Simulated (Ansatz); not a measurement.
For Sn (model structure, started from the lonsdaleite type, P6₃/mmc, No. 194, 4 atoms in the cell), LDA (PAW; Ansatz, a quantum-chemistry and plane-wave program) gives:

```
Item                                  Result
------------------------------  ------------
equilibrium lattice constant a       4.561 Å
lattice parameter c                  7.507 Å
bulk modulus B0                     45.4 GPa
cohesive energy                 3.93 eV/atom
```

Problem. What does r²SCAN (Ansatz, plane waves, PAW) give for the same quantities?

Solution. 
- lattice constant a: 4.627 Å (grows by 1.4 %)
- lattice parameter c: 7.626 Å (increases by 1.6 %)
- bulk modulus: 43.1 GPa (drops by 5.1 %)
- cohesive energy: 3.25 eV/atom (shrinks by 0.68 eV/atom)

Changes are worked out from the printed values.

Unless a cell is named, each level is at its own relaxed cell (LDA 33.82, r²SCAN 35.35 Å³/atom).

Levels without +SOC leave out spin–orbit coupling, which shifts energies and cells of such heavy elements.

Caveats: the bulk modulus is −V dP/dV from two relaxed cells at ±2 % in volume (LDA, r²SCAN). Ansatz's density-functional and Hartree–Fock values are scalar-relativistic unless marked +SOC, with PAW data made under PBE.

A model structure was made by putting elements into a prototype or built by hand; it is no filed structure, need not be a known phase, and can be a saddle point held by its symmetry.
